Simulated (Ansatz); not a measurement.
The reference is Sn (space group I4_1/amd, No. 141; a = 5.947 Å, c = 3.212 Å).

Structures relaxed with PBE/PAW in Ansatz (an electronic-structure program), no spin-orbit coupling, earlier PAW set.

Base:

Simulated powder pattern, Co Kα, λ = 1.79026 Å (kinematic, ideal powder, no thermal factors, no anomalous dispersion; the 8 strongest lines at most, above 2 %, up to 2θ = 90°):

| 2θ (°) | I/Imax (%) | hkl |
|---|---|---|
| 35.04 | 100 | (200) |
| 36.93 | 87 | (101) |
| 50.39 | 36 | (220) |
| 51.82 | 67 | (211) |
| 64.09 | 18 | (301) |
| 73.25 | 24 | (112) |
| 75.19 | 23 | (321) |
| 84.62 | 17 | (420) |

It is then changed as follows: cell and atoms relaxed at a pressure of 30 GPa.

Q: How do the reflections move or split?

A: 
Simulated powder pattern, Co Kα, λ = 1.79026 Å (kinematic, ideal powder, no thermal factors, no anomalous dispersion; the 8 strongest lines at most, above 2 %, up to 2θ = 90°):

| 2θ (°) | d (Å) | I/Imax (%) | hkl |
|---|---|---|---|
| 38.83 | 2.693 | 100 | (200) |
| 41.11 | 2.550 | 85 | (101) |
| 56.08 | 1.904 | 35 | (220) |
| 57.83 | 1.851 | 64 | (211) |
| 71.85 | 1.526 | 17 | (301) |
| 82.85 | 1.353 | 23 | (112) |
| 83.34 | 1.346 | 12 | (400) |
| 84.81 | 1.327 | 22 | (321) |

The indices refer to the base's conventional cell; one index is shown for lines that coincide.

Load acts through the strain it causes; cell and atoms are relaxed under it. No phonon test of stability was made. Measured, Sn leaves this structure (for a body-centred tetragonal phase) near 8 GPa (temperature not stated; as listed in Olga Degtyareva, NATO science for peace and security series. B, Physics and biophysics (2010)).
